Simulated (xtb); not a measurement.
xtb 6.7.1, GFN1-xTB: Zn(Br)(OH)(dme) (C[O]1CC[O](C)->[Zn]<-1([OH])[Br]), 20 atoms. The geometry is a generated start, not checked to be a minimum at this level.

- run flags = --grad
- method = GFN1-xTB
- --acc = 1 (default)
- --etemp (K) = 300 (default)
- basis functions = 64
- valence electrons = 54

```xyz
20

Zn    -1.3278    -0.9870    -0.8797
Br     0.0577    -1.2435    -2.6521
O     -2.9987    -1.2633    -0.5065
H     -3.3528    -0.9179     0.3088
C     -0.5799     2.1794    -1.2301
O     -0.6309     1.1535    -0.2554
C      0.5609     1.0481     0.4966
C      0.3858    -0.1029     1.4854
O      0.2029    -1.3428     0.8349
C      1.4111    -2.0089     0.5017
H     -1.5445     2.1849    -1.7327
H      0.2125     1.9894    -1.9615
H     -0.4089     3.1473    -0.7488
H      0.7412     1.9823     1.0439
H      1.4133     0.8595    -0.1713
H     -0.5250     0.0698     2.0634
H      1.2451    -0.1521     2.1623
H      2.0326    -1.4228    -0.1792
H      1.1317    -2.9371     0.0073
H      1.9737    -2.2359     1.4131
```

Charge 0 and multiplicity 1 are set for this test and not shown to be the ground state.

One run each on 1 thread. Values of broydamp tried: 0.02, 0.05, 0.1, 0.2, 0.4 (default), 0.6, 0.8, 1.

**Question.** Which value of broydamp needs the fewest SCC iterations, and what happens away from it?

**Answer.** Fewest SCC iterations, within one of each other: 0.4 (default) with 11, 0.6 with 12. The count rises to 25 at 0.02. All converge to one solution.

```json
[
 {"broydamp": "0.02", "SCC iterations": "25", "end": "same solution"},
 {"broydamp": "0.05", "SCC iterations": "18", "end": "same solution"},
 {"broydamp": "0.1", "SCC iterations": "17", "end": "same solution"},
 {"broydamp": "0.2", "SCC iterations": "13", "end": "same solution"},
 {"broydamp": "0.4 (default)", "SCC iterations": "11", "end": "same solution"},
 {"broydamp": "0.6", "SCC iterations": "12", "end": "same solution"},
 {"broydamp": "0.8", "SCC iterations": "14", "end": "same solution"},
 {"broydamp": "1", "SCC iterations": "20", "end": "same solution"}
]
```
